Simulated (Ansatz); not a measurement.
The parent structure is AlAs in the zinc blende structure (space group F-43m, No. 216).

```yaml
crystal:
  lattice:
    - [0.00000, 2.83713, 2.83713]
    - [2.83713, 0.00000, 2.83713]
    - [2.83713, 2.83713, 0.00000]
  atoms:
    - { symbol: As, position: [0.75000, 0.75000, 0.75000] }
    - { symbol: Al, position: [0.00000, 0.00000, 0.00000] }
```

Cartesian axes are those of the cell as printed.

All numbers come from Kohn–Sham DFT with the PBEsol functional, run in Ansatz (a program for electronic structure) with PAW and 420 eV plane waves, no spin-orbit coupling, earlier PAW set.

Before the change:

```
Item                             Result
-----------------------------  --------
Pressure                       0.01 GPa
Shortest interatomic distance   2.457 Å
```

Modification: compressive biaxial strain of 0.51 % in the plane normal to [001], as in epitaxy on a mismatched substrate; the out-of-plane cell vector and the atoms relax.

Problem. How does this affect the pressure, out-of-plane strain and shortest interatomic distance?

Solution. The pressure (mean of the normal stresses, compression positive) increases by 0.366 GPa to 0.37 GPa; the out-of-plane strain comes out as +0.52 %; the shortest interatomic distance decreases by 0.004 Å, from 2.457 Å to 2.453 Å.

Whether these cells are dynamically stable was not tested.
